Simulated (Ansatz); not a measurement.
**LiCl: pressure 10 GPa**

The parent structure is LiCl in the rock salt structure (space group Fm-3m, No. 225; a = 5.150 Å).

Perturbation: cell and atoms relaxed at a pressure of 10 GPa.

Computed with DFT with PBE, PAW potentials and a 420 eV plane-wave cutoff in Ansatz (a first-principles code), no spin-orbit coupling. Settings: 11×11×11 k-points, 0.05 eV Fermi–Dirac smearing.

| quantity | base | changed | shift |
|---|---|---|---|
| volume per atom | 17.08 Å³ | 13.94 Å³ | -3.14 Å³ |
| density | 2.06 g/cm³ | 2.53 g/cm³ | +0.464 g/cm³ |
| lattice parameter a | 9.733 bohr | 9.096 bohr | -0.637 bohr |
| shortest interatomic distance | 4.866 bohr | 4.548 bohr | -0.318 bohr |
| enthalpy H = E + PV relative to the base's energy | – | +0.95 eV/atom | – |
| band gap | 6.26 eV | 6.90 eV | +0.646 eV |
| gap character | direct at Γ | indirect, K–Γ (78 % along) → L | – |
| smallest direct gap | 6.26 eV | 7.26 eV | +1.00 eV |
| width of the top valence band | 1.08 eV | 1.52 eV | +0.44 eV |
| electron mass | 0.47 mₑ (at Γ) | 1.1 mₑ along k, 0.31 mₑ across (at L) | – |
| valley order (the lowest conduction-band minima on the path, energy above the VBM, named in the base's zone) | Γ 6.26 eV; L along ⟨111⟩ 6.73 eV; X along ⟨100⟩ 7.80 eV | L along ⟨111⟩ 6.90 eV; Γ 7.59 eV; X along ⟨100⟩ 7.84 eV | – |

Load acts through the strain it causes; cell and atoms are relaxed under it. Masses are band curvatures over ±0.01 Å⁻¹ around the edge. Along k means along the line from Γ to the band edge. No phonon test of stability was made. Competing high-pressure phases were not computed.
